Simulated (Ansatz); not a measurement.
Start from BAs in the zinc blende structure (space group F-43m, No. 216; a = 4.768 Å).

Structures relaxed with Kohn–Sham DFT with the PBEsol functional, run in Ansatz (a quantum-chemistry and plane-wave program) with PAW and 420 eV plane waves, scalar-relativistic without spin-orbit coupling.

Base:

Simulated powder pattern, Cu Kα, λ = 1.54184 Å (kinematic, ideal powder, no thermal factors, no anomalous dispersion; the 8 strongest lines at most, above 2 %, up to 2θ = 90°):

```
2θ (°)  I/Imax (%)    hkl
------  ----------  -----
32.53          100  (111)
37.74           40  (200)
54.43           40  (220)
64.86           40  (311)
68.13          9.5  (222)
80.60          6.3  (400)
89.63           17  (331)
```

Now apply this change: every lattice vector is stretched by 1.45 %, atoms relaxed at fixed cell.

After the change:

Simulated powder pattern, Cu Kα, λ = 1.54184 Å (kinematic, ideal powder, no thermal factors, no anomalous dispersion; the 8 strongest lines at most, above 2 %, up to 2θ = 90°):

```csv
2θ (°),I/Imax (%),hkl
32.05,100,(111)
37.18,40,(200)
53.59,40,(220)
63.82,40,(311)
67.02,9.6,(222)
79.21,6.3,(400)
88.01,17,(331)
```

The indices refer to the base's conventional cell; one index is shown for lines that coincide.

The cells carry an imposed strain or load. No phonon test of stability was made.
